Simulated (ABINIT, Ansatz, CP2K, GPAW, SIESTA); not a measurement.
# Code comparison for GaIr (Pm-3m, 2 atoms in the cell)

Self-consistent single point.

```
GaIr
1.0
    3.02850     0.00000     0.00000
    0.00000     3.02850     0.00000
    0.00000     0.00000     3.02850
Ga Ir
1 1
Direct
  0.00000   0.00000   0.00000
  0.50000   0.50000   0.50000
```

Shared settings, as Ansatz (an electronic-structure program) writes them: kpoints.mp_grid.grid = 9 9 9; scf.occupations.method = gaussian; scf.occupations.width = 0.0073 Ry. Potentials and cutoffs stand in the table.

| code | model | pressure (GPa) | cutoff |
|---|---|---|---|
| Ansatz | LDA (PW92), PAW files made with PBE | -7.17 | 30.9 Ry |
| SIESTA | LDA PW92, numerical atomic orbitals DZP, PseudoDojo LDA standard norm-conserving potentials (rewritten from UPF to PSML) | -5.20 | grid 300 Ry |
| GPAW | LDA (Perdew-Wang 92), GPAW PAW datasets LDA (gpaw-data 1.0.1) | -6.38 | 550 eV |
| CP2K | LDA (Pade form), GPW, DZVP-MOLOPT-SR-GTH basis, GTH-PADE potentials (GTH_POTENTIALS) | -16.83 | grid 600 Ry |
| ABINIT | LDA (PW92), norm-conserving pseudopotentials (PseudoDojo nc-sr-04 LDA standard) | -7.48 | 40 Ha |

On Ansatz's run: spin-orbit coupling is off. Spin polarisation is off.

The spread over the programs that give each value: pressure within 11.63 GPa.

SIESTA and CP2K use small atom-centred bases, whose incompleteness enters pressures, forces and empty levels differently from a plane-wave cutoff. Ansatz's pressure is given at a fixed set of plane waves, as the other plane-wave codes print theirs; with its correction for the finite basis it is -7.12 GPa. In the pressure, SIESTA (by 1.97) and CP2K (by 9.66) lie more than 1 GPa from the median of the plane-wave programs.

The starting cell comes from a database of computed structures (which also holds hypothetical and non-ambient phases and stackings), without a prior relaxation at this level.

Left out of this page: Elk and FLEUR (not drawn, or without a comparable value).

Keys are those of Ansatz 0.2.
